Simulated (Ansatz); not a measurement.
Reference: K2PtH6 (Fm-3m), PBEsol, rigid bands (plane waves, PAW, scalar-relativistic; Ansatz, a first-principles code); geometry: cell and atoms relaxed with PBEsol.

```cif
data_H24K8Pt4
_chemical_formula_sum 'K8 H24 Pt4'
_space_group_name_H-M_alt 'Fm-3m'
_space_group_IT_number 225
_space_group_name_Hall '-F 4 2 3'
_cell_length_a 8.06782
_cell_length_b 8.06782
_cell_length_c 8.06782
_cell_angle_alpha 90.000
_cell_angle_beta 90.000
_cell_angle_gamma 90.000
loop_
_atom_site_label
_atom_site_type_symbol
_atom_site_symmetry_multiplicity
_atom_site_Wyckoff_symbol
_atom_site_fract_x
_atom_site_fract_y
_atom_site_fract_z
_atom_site_occupancy
K1 K 8 c 0.25000 0.25000 0.25000 1
H1 H 24 e 0.00000 0.00000 0.20393 1
Pt1 Pt 4 a 0.00000 0.00000 0.00000 1
```
(The calculation used a cell of 9 atoms; values per cell refer to that cell.)

The band gap comes out as 3.85 eV and the electron conductivity mass is 0.58 mₑ. The Seebeck coefficient, n-type 1e19 cm⁻³ is -319 μV/K.

Question: Swap K for Na, keeping the structure type. How do these values move?

Answer: Na$_{2}$PtH$_{6}$ (Fm-3m): volume per atom 14.6 to 10.6 Å³; band gap falls (3.85 eV to 3.36 eV); electron conductivity mass falls (0.58 mₑ to 0.42 mₑ); Seebeck coefficient, n-type 1e19 cm⁻³ falls in size (-319 μV/K to -280 μV/K).

Question: Replace H by Br on the same sites and relax. What happens?

Answer: K₂PtBr₆ (Fm-3m): volume per atom 14.6 to 29.9 Å³; band gap falls (3.85 eV to 0.98 eV); electron conductivity mass falls (0.58 mₑ to 0.45 mₑ); Seebeck coefficient, n-type 1e19 cm⁻³ falls in size (-319 μV/K to -283 μV/K).

Moves up to 5 % count as about the same. Masses are for dilute carriers at 300 K, harmonic means over directions unless an axis is named. Seebeck coefficients are for the stated density at 300 K, with one relaxation time for all states and whether or not that doping can be reached. Spin-orbit coupling is left out.

Formula and space group known from diffraction (Crystallography Open Database), not checked to be the room-temperature form: K2PtBr6 (Fm-3m). Computed structure with no diffraction record at hand here (it may be known, metastable or hypothetical): K2PtH6 (Fm-3m), Na2PtH6 (Fm-3m). The missing spin-orbit coupling matters most for K2PtBr6 (Fm-3m), K2PtH6 (Fm-3m), Na2PtH6 (Fm-3m).
